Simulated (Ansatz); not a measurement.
Input and output of a relaxation of the atoms for CaPd (P4mm, 2 atoms in the cell) (Ansatz, a program for electronic structure).

Method of the run: LDA (PW92), default PAW files made with PBE (plane waves; Ansatz).

The change in words: one atom moved by 0.15 angstrom; relax: default → atoms; relax.f_tol: default → 0.05 eV/Å. Reference geometry:
```yaml
crystal:
  lattice:
    - [3.51621, 0.00000, 0.00000]
    - [0.00000, 3.51621, 0.00000]
    - [0.00000, 0.00000, 3.51621]
  atoms:
    - { symbol: Ca, position: [0.00000, 0.00000, 0.00000] }
    - { symbol: Pd, position: [0.50000, 0.50000, 0.50000] }
```

Reference input (self-consistent single point, DFT, LDA (PW92), plane waves, default PAW files made with PBE): basis.ecutwfc = 420 eV; kpoints.mp_grid.grid = 9 9 9; hamiltonian.xc = lda; hamiltonian.pseudopotentials = {kind: paw} (the program's default PAW files); scf.occupations.method = fermi_dirac; scf.occupations.width = 0.1 eV. This run's input differs from it in these lines:

```diff
@@ -7,3 +7,3 @@
   atoms:
-    - { symbol: Ca, position: [0.000000, 0.000000, 0.000000] }
+    - { symbol: Ca, position: [0.000000, 0.000000, 0.042660] }
     - { symbol: Pd, position: [0.500000, 0.500000, 0.500000] }
@@ -18,2 +18,4 @@
   occupations: { method: fermi_dirac, width: 0.1 }
+relax:
+  f_tol: 0.05
 output:
```

Output (repeated stretches shortened):

```
   [... SCF lines of the steps left out ...]
relax step   1: F+E_penalty+E_count = -8618.44001901 eV  Δ(F+E_penalty+E_count) = +0.000e0 eV  max|allowed force component| = 3.123e-1 eV/Å  Δτ_max = 0.0000 Å  (6 SCF iters, dr2 threshold 6.25e-5 eV, accepted)
relax step   2: F+E_penalty+E_count = -8618.46280108 eV  Δ(F+E_penalty+E_count) = -2.278e-2 eV  max|allowed force component| = 5.133e-2 eV/Å  Δτ_max = 0.0627 Å  (7 SCF iters, dr2 threshold 6.10e-6 eV, accepted)
relax step   3: F+E_penalty+E_count = -8618.46343372 eV  Δ(F+E_penalty+E_count) = -6.326e-4 eV  max|allowed force component| = 1.019e-3 eV/Å  Δτ_max = 0.0121 Å  (7 SCF iters, accepted)
the relaxation is at rest under the 8 symmetry operations that the run kept from its start: a minimum is not shown …
Free energy (F): -8618.463434 eV
Internal energy: -8618.434010 eV  (E = F + TS)
E sigma→0 (E₀):  -8618.448722 eV
Entropy (-TS):   -0.029424 eV (-14.712 meV/atom)
Fermi energy:    11.288301 eV
--- Forces (eV/Å), atoms counted from 1 ---
  atom   1  Ca    -0.00000000     0.00000000    -0.00103632
  atom   2  Pd     0.00000000     0.00000000     0.00100070
--- Stress (GPa, compression-positive) ---
       -5.446347       0.000000       0.000000
        0.000000      -5.446347       0.000000
        0.000000       0.000000      -5.446364
  P = ⅓ Tr σ = -5.4464 GPa (-54.464 kbar)
  The stress holds the Pulay correction. Without it, at fixed plane waves, as pw.x and ABINIT print it: P = -5.4577 GPa
--- Relaxed structure (3 steps of the walk, 3 accepted, 0 SCFs on fresh bases) ---
  F+E_penalty+E_count = -8618.46343372 eV   max|allowed force component| = 1.019e-3 eV/Å
  atoms:
    - { symbol: Ca, position: [-1.0954587965880483e-34, 0.0, 0.021399552162608356] }
    - { symbol: Pd, position: [0.5, 0.5, 0.5212604478373917] }
```

The run converged.  The full log also holds: “iter 5 did not close the SCF: its close was put off for the readings that it lacked (scf_convergence_deferred on its scf_iter line)”.

Summary of the result:
- Free energy E − TS (on the zero of these files) = -8618.4634 eV
- Fermi level (on the code's own zero) = 11.29 eV
- Pressure = -5.45 GPa
- Largest force (vector length) = 0.001 eV/Å
- Relaxation steps = 3

The starting cell comes from a database of computed structures (which also holds hypothetical and non-ambient phases and stackings), without a prior relaxation at this level. Its lattice was rescaled by up to half a per cent. For this run, on top of that: one atom moved by 0.15 angstrom. Spin polarisation is off. The relaxation keeps the symmetry of its start, so its end need not be a minimum. Ansatz's pressure includes its estimate of the finite-basis (Pulay) stress.

Keys are those of Ansatz 0.2.
